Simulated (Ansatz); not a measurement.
## TiAl: response to strain

The reference is TiAl (space group P4/mmm, No. 123; a = 2.766 Å, c = 4.002 Å; relaxed with 0.1 eV smearing). Axes: x, y, z lie along a, b, c of the conventional cell.

Strains are applied to the cell and any free atomic positions relax.

Computed with Ansatz (a first-principles code), LDA, PAW, cutoff 420 eV, without spin-orbit coupling.

Notes on the quantities. energy relative to the base: free energy F.

| uniaxial strain ε_zz (%) | energy relative to the base (meV/atom) |
|---|---|
| 0 | 0.0 |
| 0.5 | ? |
| 1 | 0.9 |
| 1.5 | 1.9 |
| 2 | 3.4 |
| 2.5 | 5.3 |
| 3 | 7.6 |

### Question
Fit ΔE = Aε² + Bε³ (ε in %) to the rows shown and predict the withheld row.

### Answer
Least squares on the printed values gives A = 0.864 and B = -0.0067 meV/atom (largest residual 0.0 meV/atom); this predicts 0.2 meV/atom, and the run gives 0.2 meV/atom, in agreement.

Whether these cells are dynamically stable was not tested. The final runs are not spin-polarised.
